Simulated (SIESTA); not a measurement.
SIESTA run on BiSb (P1, 2 atoms in the cell): self-consistent single point.

Method of the run: SIESTA with LDA PW92, numerical atomic orbitals TZP, PseudoDojo LDA standard norm-conserving potentials (rewritten from UPF to PSML).

```yaml
crystal:
  lattice:
    - [2.22629, 1.28535, 3.97515]
    - [-2.22629, 1.28535, 3.97515]
    - [0.00000, -2.57070, 3.97515]
  atoms:
    - { symbol: Sb, position: [0.75034, 0.79988, 0.77507] }
    - { symbol: Bi, position: [0.24965, 0.20011, 0.22492] }
```

Reference input (self-consistent single point, DFT, LDA PW92, numerical atomic orbitals TZP, PseudoDojo LDA standard norm-conserving potentials (rewritten from UPF to PSML)): XC.functional = LDA; XC.authors = PW92; potentials = PseudoDojo LDA standard; PAO.BasisSize = TZP; PAO.EnergyShift = 0.005 Ry; MeshCutoff = 400 Ry; kgrid.MonkhorstPack = 6 6 6; OccupationFunction = MP; OccupationMPOrder = 0; ElectronicTemperature = 0.272 eV; MaxSCFIterations = 150; SCF.Mixer.Method = Broyden. This run's input differs from it in these lines:

```diff
@@ -28,5 +28,5 @@
 %block kgrid.MonkhorstPack
-    6   0   0  0.0
-    0   6   0  0.0
-    0   0   6  0.0
+    5   0   0  0.0
+    0   5   0  0.0
+    0   0   5  0.0
 %endblock kgrid.MonkhorstPack
```

Output, abridged:

```
        iscf     Eharris(eV)        E_KS(eV)     FreeEng(eV)     dDmax    Ef(eV) dHmax(eV)
   scf:    1    -4689.010182    -4689.190820    -4689.198472  0.989568 -3.860579  2.402440
   scf:    2    -4689.389546    -4689.298761    -4689.306611  0.036966 -3.914481  1.307092
   scf:    3    -4689.377824    -4689.345540    -4689.353333  0.037975 -3.989568  0.450327
   scf:    4    -4689.350913    -4689.348788    -4689.356471  0.013581 -4.012558  0.040817
   scf:    5    -4689.348902    -4689.348871    -4689.356610  0.001842 -4.010764  0.021901
   [... 3 lines left out ...]
   scf:    9    -4689.348894    -4689.348893    -4689.356620  0.000040 -4.009932  0.000575
   scf:   10    -4689.348894    -4689.348894    -4689.356620  0.000022 -4.009869  0.000265
   scf:   11    -4689.348894    -4689.348894    -4689.356620  0.000012 -4.009834  0.000130
   scf:   12    -4689.348894    -4689.348894    -4689.356620  0.000007 -4.009814  0.000083
SCF Convergence by DM+H criterion
max |DM_out - DM_in|         :     0.0000067376
max |H_out - H_in|      (eV) :     0.0000829315
SCF cycle converged after 12 iterations

Using DM_out to compute the final energy and forces

siesta: E_KS(eV) =            -4689.3489

siesta: E_KS - E_eggbox =     -4689.3489

siesta: Atomic forces (eV/Ang):
     1    1.176326    0.222192   -1.337542
     2   -1.175248   -0.222114    1.336632
   Tot    0.001079    0.000078   -0.000910
   Max    1.337542
   Res    1.035958    sqrt( Sum f_i^2 / 3N )
   Max    1.337542    constrained

Stress tensor Voigt[x,y,z,yz,xz,xy] (kbar):      -18.04       -9.12        0.64        7.61       42.43      -31.28
(Free)E + p*V (eV/cell)    -4688.9801
Target enthalpy (eV/cell)    -4689.3566

siesta: Program's energy decomposition (eV):
siesta: FreeEng =     -4689.356620

   [... lines left out ...]
siesta:    -0.011262   -0.019521    0.026480
siesta:    -0.019521   -0.005690    0.004751
siesta:     0.026480    0.004751    0.000401

siesta: Cell volume =         68.251085 Ang**3

siesta: Pressure (static):
siesta:                Solid            Molecule  Units
siesta:           0.00006009          0.00054056  Ry/Bohr**3
siesta:           0.00551724          0.04963156  eV/Ang**3
siesta:           8.83959282         79.51853213  kBar
```

The run converged in 12 iterations. Against the reference run the free energy drops by 15.7 meV/atom, the pressure goes from 1.03 to 0.88 GPa and the largest force goes from 1.845 to 1.795 eV/Å.

The starting cell comes from a database of computed structures (which also holds hypothetical and non-ambient phases and stackings), without a prior relaxation at this level. Its atoms were displaced at random from the sites of space group no. 160. Values carry the incompleteness of an atom-centred basis. Forces in this geometry exceed 1 eV/Å.

Cost on one core of a shared machine: roughly 30 s.
